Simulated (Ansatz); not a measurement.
We consider antifluorite K2S, described by G0W0@PBEsol (Ansatz, a first-principles code, plane waves, hard PAW, contour deformation, complete-basis limit).

Settings: largest k mesh 8×8×8 (not extrapolated in the mesh).

Cell (measured lattice):

```
K2S
1.0
    0.00000     3.69550     3.69550
    3.69550     0.00000     3.69550
    3.69550     3.69550     0.00000
K S
2 1
Direct
  0.25000   0.25000   0.25000
  0.75000   0.75000   0.75000
  0.00000   0.00000   0.00000
```

Problem. Give the computed band gap.

Solution. 
- band gap: 4.00 eV (indirect)

Note: cell and atoms aren't relaxed at this level; the gap holds a correction of +0.14 eV to the complete basis.

Computed values are for the static lattice.

The result took around 90 core-minutes (rough).
